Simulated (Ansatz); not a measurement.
A self-consistent single point of TePd (I4_1md, 4 atoms in the cell) with Ansatz (a quantum-chemistry and plane-wave program).

Method of the run: PBE (plane waves, PAW; Ansatz).

```yaml
crystal:
  lattice:
    - [-1.79096, 1.79096, 6.06330]
    - [1.79096, -1.79096, 6.06330]
    - [1.79096, 1.79096, -6.06330]
  atoms:
    - { symbol: Pd, position: [0.75000, 0.75000, 0.00000] }
    - { symbol: Pd, position: [0.50000, 0.00000, 0.50000] }
    - { symbol: Te, position: [0.16600, 0.16600, 0.00000] }
    - { symbol: Te, position: [0.91600, 0.41600, 0.50000] }
```

Reference input (self-consistent single point, DFT, PBE, plane waves, default PAW files): kpoints.mp_grid.grid = 10 10 10; hamiltonian.xc = pbe; hamiltonian.pseudopotentials = {kind: paw} (the program's default PAW files); scf.occupations.method = cold; scf.occupations.width = 0.1 eV. This run's input differs from it in these lines:

Ansatz 0.2 input:
```diff
@@ -12,3 +12,3 @@
 kpoints:
-  mp_grid: { grid: [10, 10, 10] }
+  mp_grid: { grid: [12, 12, 12] }
 hamiltonian:
@@ -17,3 +17,3 @@
 scf:
-  occupations: { method: cold, width: 0.1 }
+  occupations: { method: cold, width: 0.3 }
 output:
```

Output (repeated stretches shortened):

```
SCF iter   1: F=—  HF=-27905.634579 eV  |F-HF|=—  |Δ(HF+E_count)|=         —  Δρ=5.31e-3  dr2=1.41e-2  ethr=1.77e-3  ⟨swp⟩=6.1  Hψ=25433  notcnv=0
all-band conjugate gradients solve this SCF's bands
preconditioner: auto → Kerker (q_TF=auto, 2.668 Å⁻¹)
SCF iter   2: F=—  HF=-27905.634119 eV  |F-HF|=—  |Δ(HF+E_count)|=   4.59e-4  S|Δr|=    0.00e0  Δρ=2.60e-3  dr2=3.49e-3  ethr=2.07e-5  ⟨swp⟩=2.0  Hψ=8727  notcnv=0
SCF iter   3: F=—  HF=-27905.634397 eV  |F-HF|=—  |Δ(HF+E_count)|=   2.78e-4  S|Δr|=    0.00e0  Δρ=4.87e-4  dr2=2.12e-4  ethr=5.13e-6  ⟨swp⟩=2.0  Hψ=8715  notcnv=0
SCF iter   4: F=—  HF=-27905.634420 eV  |F-HF|=—  |Δ(HF+E_count)|=   2.32e-5  S|Δr|=    0.00e0  Δρ=1.25e-4  dr2=1.64e-5  ethr=3.11e-7  ⟨swp⟩=2.0  Hψ=8883  notcnv=0
SCF iter   5: F=—  HF=-27905.634413 eV  |F-HF|=—  |Δ(HF+E_count)|=   6.71e-6  S|Δr|=    0.00e0  Δρ=4.06e-5  dr2=1.37e-6  ethr=2.42e-8  ⟨swp⟩=2.0  Hψ=9096  notcnv=0
SCF iter   6: F=-27905.634414 eV  HF=-27905.634414 eV  |F-HF|=4.23e-9  |Δ(HF+E_count)|=   2.82e-7  S|Δr|=    0.00e0  Δρ=1.02e-5  dr2=8.35e-8  ethr=1.47e-10  ⟨swp⟩=8.0  Hψ=31102  notcnv=0
SCF 1 converged in 6 iterations: F = -27905.634414 eV  dr2 = 8.35e-8
Stability not checked (fill_not_monotonic)
Free energy (F): -27905.634414 eV
Internal energy: -27905.637774 eV  (E = F + TS)
E sigma→0 (E₀):  -27905.635534 eV
Entropy (-TS):   0.003361 eV (0.840 meV/atom)
Fermi energy:    16.799268 eV
--- Forces (eV/Å), atoms counted from 1 ---
  atom   1  Pd     0.00000000    -0.00000000    -0.15179786
  atom   2  Pd    -0.00000000     0.00000000    -0.15179786
  atom   3  Te    -0.00000000     0.00000000     0.15181027
  atom   4  Te     0.00000000    -0.00000000     0.15181027
--- Stress (GPa, compression-positive) ---
       16.901065       0.000000       0.000000
        0.000000      16.901065       0.000000
        0.000000       0.000000      16.278288
  P = ⅓ Tr σ = 16.6935 GPa (166.935 kbar)
  The stress holds the Pulay correction. Without it, at fixed plane waves, as pw.x and ABINIT print it: P = 16.6352 GPa
```

The run converged in 6 iterations. Against the reference run the free energy rises by 1.5 meV/atom, the pressure hardly changes (16.65 to 16.69 GPa) and the largest force moves little (0.151 to 0.152 eV/Å).

The starting cell was generated: these elements placed on a structure prototype, without a prior relaxation; it need not be a known phase or ordering of this composition. Spin polarisation is off. With a pressure of about 17 GPa the cell is away from its equilibrium volume at this level. Ansatz's pressure includes its estimate of the finite-basis (Pulay) stress.

Cost on one core of a shared machine: roughly 40 s.
